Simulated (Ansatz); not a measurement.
MgS (Fm-3m), r2SCAN, rigid bands in Ansatz (an electronic-structure program). Condition of this run: functional r2SCAN on the same cell. Band gap 3.50 eV, N_c = 1.79e19 cm⁻³ and N_v = 1.72e20 cm⁻³ at 300 K, conductivity masses of 0.367 mₑ (electrons) and 1.02 mₑ (holes). Take k_BT = 0.02585 eV.

Task: A film of it is 5 nm thick. Estimate the confinement energies in an infinite well.

Result: ħ²π²/(2m t²) = 0.376 eV·nm²/(m/mₑ × t²) gives 41.0 meV for electrons and 14.7 meV for holes, so the gap would widen to about 3.56 eV. Finite barriers and nonparabolic bands lower this, and with several valleys or bands the heaviest mass along the normal sets the lowest level, not this average.

Task: What thermal injection velocity √(2k_BT/πm) limits a ballistic channel?

Result: 8.88e6 cm/s for electrons and 5.33e6 cm/s for holes, a ratio of √(m_h/m_e) = 1.67, for dilute carriers.

Task: Find the intrinsic carrier density and the intrinsic Fermi level.

Result: n_i = √(N_c N_v) exp(−E_g/2k_BT) = 5.55e19 × exp(−67.69) = 2.2e-10 cm⁻³. The level lies (k_BT/2) ln(N_v/N_c) = 29 meV from mid-gap (positive towards the conduction band). Each 0.1 eV added to the gap lowers n_i by a factor of 6.9.

Rigid bands with the computed gap; masses take one relaxation time for all states. Spin-orbit coupling is left out; where it splits the top of the valence band, N_v and the p-type Seebeck coefficient come out somewhat high without it. Geometry: cell and atoms relaxed with PBEsol.
